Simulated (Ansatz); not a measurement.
**Input and output of a self-consistent single point for BePd (Pm-3m, 2 atoms in the cell) (Ansatz, a quantum-chemistry and plane-wave program)**

Computed with LDA (PW92), default PAW files made with PBE (plane waves; Ansatz).

Input as run:

Ansatz 0.2 input:
```yaml
crystal:
  lattice:
    - [2.803205, 0.000000, 0.000000]
    - [0.000000, 2.803205, 0.000000]
    - [0.000000, 0.000000, 2.803205]
  atoms:
    - { symbol: Be, position_ang: [0.000000, 0.000000, 0.000000] }
    - { symbol: Pd, position_ang: [1.401603, 1.401603, 1.401603] }
basis:
  ecutwfc: 420.0 eV
kpoints:
  mp_grid: { grid: [12, 12, 12] }
hamiltonian:
  xc: lda
  pseudopotentials: { kind: paw }
scf:
  occupations: { method: fermi_dirac, width: 0.1 eV }
output:
  forces: true
  eigenvalues: true
  stress: true
```

Output, abridged:

```
WARN ansatz: RAYON_NUM_THREADS=1 ignored (pool sized by the plan → 1); use --threads N
Pseudopotentials: kind: paw
Pseudopotential: Be, paw, valence charge 2
Pseudopotential: Pd, paw, valence charge 18
Crystal: 2 atoms, lattice volume = 22.027 Å³
Basis set: ecut = 420 eV, 437 PW (Γ)
Bands: 14, of which v1, the nominal top of the filled ones, is band 10 counted from 1 (9 counted from 0)
Symmetry: 48 space group operations
Space group: Pm-3m (ITA 221), of the structure as read, at distance tolerance 2.8e-5 Å
k-points: 84 of 1728
PAW frozen core: Be, regenerated for the run's functional, and the local potential with it
PAW frozen core: Pd, regenerated for the run's functional, and the local potential with it
Initial density: superposition of atomic densities (neutral atoms: chi_scale 0, normalization atom), corrected by the library's trained network
Initial wavefunctions: pseudopotential atomic-orbital guess
Eigensolver: davidson
Functional: x = slater, c = lda
SCF iter   1: F=—  HF=-6934.087989 eV  |F-HF|=—  |Δ(HF+E_count)|=         —  Δρ=9.40e-3  dr2=1.67e-2  ethr=1.77e-3  ⟨swp⟩=5.0  Hψ=6697  notcnv=0
all-band conjugate gradients solve this SCF's bands
preconditioner: auto → none
SCF iter   2: F=—  HF=-6934.085126 eV  |F-HF|=—  |Δ(HF+E_count)|=   2.86e-3  Δρ=4.96e-3  dr2=4.79e-3  ethr=8.34e-5  ⟨swp⟩=1.0  Hψ=1848  notcnv=0
SCF iter   3: F=—  HF=-6934.084051 eV  |F-HF|=—  |Δ(HF+E_count)|=   1.07e-3  Δρ=2.31e-4  dr2=5.14e-6  ethr=2.40e-5  ⟨swp⟩=2.5  Hψ=1616  notcnv=0
SCF iter   4: F=—  HF=-6934.084048 eV  |F-HF|=—  |Δ(HF+E_count)|=   3.34e-6  Δρ=4.59e-5  dr2=1.84e-7  ethr=2.57e-8  ⟨swp⟩=2.1  Hψ=1873  notcnv=0
iter 5 did not close the SCF: its close was put off for the readings that it lacked (scf_convergence_deferred on its scf_iter line)
SCF iter   5: F=-6934.084048 eV  HF=-6934.084048 eV  |F-HF|=1.80e-9  |Δ(HF+E_count)|=   9.14e-8  Δρ=4.98e-6  dr2=1.40e-9  ethr=9.20e-10  ⟨swp⟩=2.2  Hψ=1960  notcnv=0
SCF iter   6: F=-6934.084048 eV  HF=-6934.084048 eV  |F-HF|=1.46e-11  |Δ(HF+E_count)|=   2.09e-9  Δρ=4.51e-7  dr2=1.07e-11  ethr=7.02e-12  ⟨swp⟩=1.8  Hψ=3513  notcnv=0
SCF 1 converged in 6 iterations: F = -6934.084048 eV  dr2 = 1.07e-11
SCF converged after 6 iterations
Free energy (F): -6934.084048 eV
Harris-Foulkes:  -6934.084048 eV  (|F-HF|=1.46e-11)
Internal energy: -6934.058400 eV  (E = F + TS)
E sigma→0 (E₀):  -6934.071224 eV
Entropy (-TS):   -0.025648 eV (-12.824 meV/atom)
Fermi energy:    16.850639 eV
--- Per-component energies (eV) ---
  E_band       = -191.160067
  E_kinetic    = 534.589926
  E_local      = -2196.615886  (includes V_loc(G=0)·N_el)
  E_nonlocal   = 225.859509
  E_hartree    = 905.817062
  E_xc         = -188.477671
  E_vxc        = -233.769919  (∫ρ·V_xc dr)
  E_paw        = -3677.380419  (= ΣΔE_a)
  E_vpaw       = -332.857957  (= ΣTr[D̂ρ^β])
  E_aug_tail   = 0.000215  (compensation charges beyond the density's cutoff)
  E_ewald      = -2538.562158
  E_core_change = 0.711021  (= ΣΔE_core)
  E_smearing   = -0.025648  (= −TS)
  E_closure    = 0.000000  (closes the sum)
  Σ components = -6934.084048   (vs F -6934.084048, Δ=0.00e0)
--- Forces (eV/Å), atoms counted from 1 ---
  atom   1  Be    -0.00000000    -0.00000000    -0.00000000
  atom   2  Pd     0.00000000    -0.00000000     0.00000000
  max |Σ_I F_I| component: 9.07e-30 eV/Å
--- Stress (GPa, compression-positive) ---
       -6.133543      -0.000000       0.000000
        0.000000      -6.133543       0.000000
        0.000000       0.000000      -6.133543
  P = ⅓ Tr σ = -6.1335 GPa (-61.335 kbar)
  The stress holds the Pulay correction. Without it, at fixed plane waves, as pw.x and ABINIT print it: P = -6.1663 GPa
--- Band table (eV; the first three rows and the last of 84) ---
  k-point 0: bands = ["-68.4319", "-34.1278", "-34.1278", "-34.1278", "7.1286", "11.1755", "11.1755", "14.5108", "14.5108", "14.5108", "22.1606", "22.1606", "22.1606", "31.3203"]
  k-point 1: bands = ["-68.4309", "-34.1405", "-34.1267", "-34.1267", "7.2631", "11.2061", "11.2466", "14.3747", "14.3747", "14.5203", "21.6654", "22.4180", "22.4180", "31.0825"]
  k-point 2: bands = ["-68.4282", "-34.1752", "-34.1238", "-34.1238", "7.6480", "11.2911", "11.4452", "14.0333", "14.0333", "14.5465", "20.5065", "23.1240", "23.1240", "30.4688"]
  k-point 83: bands = ["-68.3881", "-34.2753", "-34.2753", "-34.2753", "10.3804", "10.3804", "10.3804", "15.6412", "15.6412", "21.6884", "22.4513", "22.4513", "22.4513", "23.6404"]
```

The run converged in 6 iterations.

The starting cell comes from a database of computed structures (which also holds hypothetical and non-ambient phases and stackings), without a prior relaxation at this level. Its lattice was rescaled by up to half a per cent. Spin polarisation is off. With a pressure of about -6 GPa the cell is away from its equilibrium volume at this level. Ansatz's pressure includes its estimate of the finite-basis (Pulay) stress.
